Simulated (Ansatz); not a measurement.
SiC: pressure series

Consider SiC in the wurtzite structure (space group P6_3mc, No. 186; a = 3.076 Å, c = 5.048 Å).

Cell and atoms are relaxed at each pressure.

The values are results of Ansatz (a first-principles code), PBEsol, PAW, cutoff 420 eV, no spin-orbit coupling, not measurements.

```json
[
 {"pressure (GPa)": "-2", "volume per atom (Å³/atom)": "10.435"},
 {"pressure (GPa)": "-1", "volume per atom (Å³/atom)": "10.386"},
 {"pressure (GPa)": "0", "volume per atom (Å³/atom)": "10.340"},
 {"pressure (GPa)": "1.8", "volume per atom (Å³/atom)": "10.258"},
 {"pressure (GPa)": "4.2", "volume per atom (Å³/atom)": "?"},
 {"pressure (GPa)": "9", "volume per atom (Å³/atom)": "9.958"},
 {"pressure (GPa)": "18", "volume per atom (Å³/atom)": "9.635"},
 {"pressure (GPa)": "45", "volume per atom (Å³/atom)": "8.888"},
 {"pressure (GPa)": "60", "volume per atom (Å³/atom)": "8.565"}
]
```

Task: Fit the third-order Birch–Murnaghan form P(V) = (3B₀/2)[(V₀/V)^(7/3) − (V₀/V)^(5/3)]·[1 + (3/4)(B₀′ − 4)((V₀/V)^(2/3) − 1)] (squares taken in P) to the rows shown and predict the withheld row.

Result: Least squares on the printed values gives V₀ = 10.340 Å³/atom, B₀ = 223 GPa, B₀′ = 3.8; this predicts 10.153 Å³/atom, and the run gives 10.153 Å³/atom, in agreement.

Load acts through the strain it causes; cell and atoms are relaxed under it. Stability against distortions was not tested. No other phases were tried under pressure.
